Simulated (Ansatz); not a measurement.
# Migration barriers: interstitial F in corundum, charge state -1

Consider interstitial F in corundum, charge state -1. All values below come from PBE, PAW (plane waves to 420 eV; Ansatz, an electronic-structure program).

120-site cell at the relaxed PBE lattice, the Γ point alone, smearing 0.01 eV, spin-restricted, no finite-size correction. Energies are static. The charge state is imposed; whether it is stable for some Fermi level was not computed. Sites that were not tried may lie lower.

Barriers: single points on a 2×2×2 k-point mesh shifted by half a step along c at the bands' geometries.

| Route | Start site over the lowest site run (eV) | Hop (Å) | Forward barrier (eV) | Backward barrier (eV) | Neighbours at the start | Neighbours at the saddle | Saddle order | Forward, on the band's own sampling (eV) |
|---|---|---|---|---|---|---|---|---|
| a concerted move, in which F travels most | 0.00 | 3.53 | 2.23 | 2.23 | 2 Al at 1.81; 6 O at 2.21 Å | 2 Al at 1.95, 2 Al at 1.97; 2 O at 2.06, O at 2.17, 2 O at 2.32 Å | first order | 2.23 |

Paths come from climbing-image nudged elastic band runs.
